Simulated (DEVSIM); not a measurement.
System: Au/SiO2/n-Si capacitor, at 300 K.

| layer (left to right) | material | thickness (nm) | Nd (cm⁻³) |
|---|---|---|---|
| 1 | SiO2 | 19.0 | - |
| 2 | Si | 17000 | 1.2e15 |

Metal gate on the left, work function 5.1 eV. Fixed charge at the semiconductor interface 0 cm⁻² (in units of +e); interface traps 1e10 cm⁻² eV⁻¹, uniform in energy, neutral level at 0.5 of the gap above the valence band.

Constants are typed, rounded textbook-type inputs, not results; the design itself was drawn at random and stands for no fabricated device. Values at 300 K.

| parameter | SiO2 | Si |
|---|---|---|
| gap (eV) | 9 | 1.124 |
| affinity (eV) | 0.9 | 4.05 |
| permittivity | 3.9 | 11.7 |
| Nc (cm⁻³) | - | 2.86e19 |
| Nv (cm⁻³) | - | 3.1e19 |

Simulated with DEVSIM: 1D Poisson equation in equilibrium, Boltzmann statistics, complete ionisation; no quantum confinement or tunnelling. Metal contacts follow the ideal Schottky-Mott rule: no Fermi-level pinning, no interface dipoles.

Task: Give the band bending (positive: bands bend down) and minority sheet density.

Result: 
```csv
Vg (V),ψs (V),minority carriers (cm⁻²)
-2.1,-0.846,2.2e12
-1.8,-0.838,1.9e12
-1.5,-0.828,1.5e12
-1.2,-0.817,1.2e12
-0.9,-0.803,9.0e11
-0.6,-0.783,5.8e11
-0.3,-0.751,2.8e11
0,-0.673,2.9e10
0.3,-0.420,< 1e8
0.6,-0.152,< 1e8
0.9,0.061,< 1e8
1.2,0.141,< 1e8
1.5,0.176,< 1e8
1.8,0.198,< 1e8
2.1,0.213,< 1e8
2.4,0.225,< 1e8
2.7,0.235,< 1e8
```
